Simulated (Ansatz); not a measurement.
Results of PBE-D3(BJ) (Ansatz, an electronic-structure program, PAW) for cubic perovskite KMgF₃.

Run with plane-wave cutoff 520 eV, 8×8×8 k mesh, Fermi–Dirac smearing 0.01 eV, scalar-relativistic PAW data made under PBE.

Results at a series of volumes:

| V (Å³/atom) | E − E_lowest (meV/atom) | P (GPa) |
|---|---|---|
| 12.183 | 11.48 | 5.00 |
| 12.442 | 4.91 | 3.15 |
| 12.702 | 1.19 | 1.49 |
| 12.961 | 0.00 | 0.00 |
| 13.220 | 1.10 | -1.33 |
| 13.479 | 4.24 | -2.53 |
| 13.738 | 9.23 | -3.61 |

Fit the third-order Birch–Murnaghan equation and give B0 and B′.

V0 = 12.961 Å³/atom, B0 = 70.5 GPa, B′ = 4.4 (fit to the energies at full precision).

Measured, for comparison: bulk modulus 75.1 GPa (room temperature, not corrected to a static lattice, our sources range from 71.2 to 75.1; as tabulated in Vaitheeswaran et al. (2007), arXiv:cond-mat/0703621); equilibrium volume per atom 12.70 Å³/atom (room temperature, not corrected to a static lattice; as tabulated in Vaitheeswaran et al. (2007), arXiv:cond-mat/0703621). Computed (rounded) less measured: bulk modulus -6 % (-1.0 % to -6 % over the range), equilibrium volume per atom +2.0 %.

The computed numbers hold no vibrational or temperature effects.

It cost around 25 core-seconds (rough) of CPU time.
